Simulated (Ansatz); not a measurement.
The starting structures come from a database of crystals and need not be the phases stable at ambient conditions.

**Evanescent states of Nb3SBr7 (P3m1, 11 atoms a cell, 24.8 Å³ an atom) along the normal of (100)**

Computed with r2SCAN (plane waves, PAW; Ansatz, a quantum-chemistry and plane-wave program).

No gap correction and no spin-orbit coupling; mid-gap is the computed energy nearest the middle.

Energies count from the valence-band top; κ is the least over a 6×4 mesh across the current.

```
E (eV)  κ (1/Å)  where
------  -------  -----
0.03      0.126  off Γ
0.09      0.202  off Γ
0.15      0.245  off Γ
0.21      0.272  off Γ
0.27      0.276      Γ
0.33      0.279      Γ
0.39      0.281      Γ
0.45      0.282      Γ
0.51      0.283      Γ
0.57      0.280  off Γ
0.63      0.267  off Γ
0.69      0.250  off Γ
0.75      0.229  off Γ
0.81      0.202  off Γ
0.87      0.164  off Γ
0.93      0.091  off Γ
```

**Question.** How thick must the barrier be to attenuate the transmission by 10^6 when the electrodes' Fermi level lies at 0.15 eV, and what attenuation does that film give at 0.87 eV?

**Answer.** d = 6 ln 10 / (2 × 0.245) = 28.2 Å. At 0.87 eV it gives 6 × 0.164/0.245 = 4.0 decades.
